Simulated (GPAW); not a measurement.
Input and output of a self-consistent single point for TiAl (P4/mmm, 2 atoms in the cell) (GPAW).

Level of theory: PBEsol, GPAW PAW datasets PBEsol (made by gpaw-setup) (plane waves; GPAW).

```
CELL_PARAMETERS angstrom
      2.77618     0.00000     0.00000
      0.00000     2.77618     0.00000
      0.00000     0.00000     4.01640
ATOMIC_POSITIONS crystal
  Ti 0.50000 0.50000 0.50000
  Al 0.00000 0.00000 0.00000
```

Reference input (self-consistent single point, DFT PBE, plane waves, GPAW PAW datasets PBE (gpaw-data 1.0.1)): mode = pw; ecut = 800 eV; xc = PBE; kpts = 12 12 8; mesh shift (steps) = 0 0 0; occupations.name = fermi-dirac; occupations.width = 0.1 eV; nbands = -8; convergence.density = 1e-05 e/electron; symmetry.symmorphic = false; symmetry.tolerance = 0.0005; maxiter = 100. This run's input differs from it in these lines:

```diff
@@ -13,3 +13,3 @@
 calc = GPAW(mode=PW(800),
-            xc='PBE',
+            xc='PBEsol',
             kpts={'size': (12, 12, 8), 'gamma': True},
```

Its files differ too (potentials: GPAW PAW datasets PBEsol (made by gpaw-setup)).

Output (repeated stretches shortened):

```
     iter     time        total  log10-change:
                         energy   eigst   dens
iter:   1 --:--:--   -12.285037
iter:   2 --:--:--   -12.255877   -1.26  -1.23
iter:   3 --:--:--   -12.265997   -0.90  -1.25
iter:   4 --:--:--   -12.111151   -1.98  -1.60
iter:   5 --:--:--   -12.121066   -2.45  -1.71
iter:   6 --:--:--   -12.114680   -2.12  -2.03
iter:   7 --:--:--   -12.107003   -3.19  -1.93
iter:   8 --:--:--   -12.106500   -3.71  -2.74
iter:   9 --:--:--   -12.106420c  -4.69  -2.98
iter:  10 --:--:--   -12.106390c  -6.07  -3.35
iter:  11 --:--:--   -12.106400c  -5.58  -3.54
iter:  12 --:--:--   -12.106401c  -7.10  -4.06
iter:  13 --:--:--   -12.106402c  -8.06c -4.07
iter:  14 --:--:--   -12.106404c  -7.57c -4.10
iter:  15 --:--:--   -12.106403c  -8.01c -4.31
iter:  16 --:--:--   -12.106398c  -6.78  -4.38
iter:  17 --:--:--   -12.106398c  -8.30c -5.05c
Converged after 17 iterations.

Dipole moment: (0.000000, 0.000000, -0.000000) |e|*Ang

Energy contributions relative to reference atoms: (reference = -29787.875375)

Kinetic:        +15.495205
Potential:      -12.143914
External:        +0.000000
XC:             -15.415048
Entropy (-ST):   -0.057092
Local:           -0.014096
SIC:             +0.000000
--------------------------
Free energy:    -12.134944
Extrapolated:   -12.106398

Showing only first 2 kpts
 Kpt  Band  Eigenvalues  Occupancy
  0     5      6.37954    2.00000
  0     6      7.45668    1.99978
  0     7      8.02312    1.93788
  0     8     10.65759    0.00000

  1     5      5.79257    2.00000
  1     6      7.48169    1.99971
  1     7      8.29245    1.35700
  1     8     10.59865    0.00000

Fermi level: 8.36714

No gap
No difference between direct/indirect transitions
Energy (eV): -12.106398

Forces in eV/Ang:
  0 Ti   -0.00000   -0.00000    0.00000
  1 Al   -0.00000   -0.00000    0.00000

Stress tensor:
    -0.018170     0.000000     0.000000
     0.000000    -0.018170     0.000000
     0.000000     0.000000    -0.015506
Stress (GPa, Voigt): [-2.9112 -2.9112 -2.4843  0.      0.      0.    ]
```

The run converged in 17 iterations. GPAW prints stress with tension positive. Against the reference run the pressure goes from 6.27 to 2.77 GPa.

The starting cell comes from a database of computed structures (which also holds hypothetical and non-ambient phases and stackings), without a prior relaxation at this level. Its lattice was rescaled by a random factor within 2.5 % of one. Spin polarisation is off.

Cost on one core of a shared machine: roughly 3 min.
